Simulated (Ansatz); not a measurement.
The parent structure is Lu in the hcp (Mg type) structure (space group P6_3/mmc, No. 194; a = 3.4432 Å, c = 5.3669 Å; relaxed with 0.1 eV smearing). Axes: x lies along a and z along c of the hexagonal cell.

Calculations: Ansatz (a first-principles code) PBEsol, without spin-orbit coupling.

Strains are applied to the cell and any free atomic positions relax.

One change was made to it. Results:

| quantity | base | after |
|---|---|---|
| pressure (mean of the normal stresses, compression positive) | 0.0 GPa | 1.6 GPa |
| energy relative to the base (free energy F) | 0 meV/atom | +8.0 meV/atom |

Problem. What was done to the base?
(A) uniaxial strain ε_xx = +1.50 %
(B) uniaxial strain ε_xx = +3.00 %
(C) uniaxial strain ε_xx = −3.00 %
(D) uniaxial strain ε_xx = −0.50 %
(E) uniaxial strain ε_xx = +1.00 %

Solution. C, uniaxial strain ε_xx = −3.00 %. For comparison, the pressure in the other runs: uniaxial strain ε_xx = +1.50 % gives -0.7 GPa; uniaxial strain ε_xx = −0.50 % gives 0.3 GPa; uniaxial strain ε_xx = +3.00 % gives -1.4 GPa; uniaxial strain ε_xx = +1.00 % gives -0.5 GPa.

Stability against distortions was not tested.
